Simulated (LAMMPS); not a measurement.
One set-up with several potentials: Si (diamond structure), a cell about 110 Å long along the (001) normal with half to two thirds of it melted and the whole then held at 1350 K and zero normal pressure.

Potentials compared:
- MEAM Si_1.meam.spline: classical MD, pair style meam/spline, file Si_1.meam.spline (LAMMPS); Lenosky, Sadigh, Alonso, Bulatov, de la Rubia, Kim, Voter and Kress, Modell Simul Mater Sci Eng, 8, 825 (2000)
- Si.edip: classical MD, pair style edip, file Si.edip (LAMMPS); Justo, Bazant, Kaxiras, Bulatov and Yip, Phys Rev B, 58, 2539 (1998)
- Si.sw: classical MD, pair style sw, file Si.sw (LAMMPS); Stillinger and Weber,  Phys Rev B, 31, 5262, (1985)
- Si.tersoff.mod: classical MD, pair style tersoff/mod, file Si.tersoff.mod (LAMMPS); Kumagai, Izumi, Hara and Sakai, Comp Mat Sci, 39, 457 (2007)

```csv
potential,speed,direction,rough cost (ms per atom and simulated ps)
Si.edip,4.2 ± 0.1 m/s,the crystal grows,0.3 to 1
MEAM Si_1.meam.spline,-10.2 ± 0.6 m/s,the crystal melts back,3 to 10
Si.sw,18.2 ± 0.6 m/s,the crystal grows,1 to 3
Si.tersoff.mod,7.8 ± 0.3 m/s,the crystal grows,3 to 10
```

Costs are rough: whole-run CPU time with set-up and analysis, from shared machines, in bands a factor of about three wide.

Errors shown are sampling errors alone.
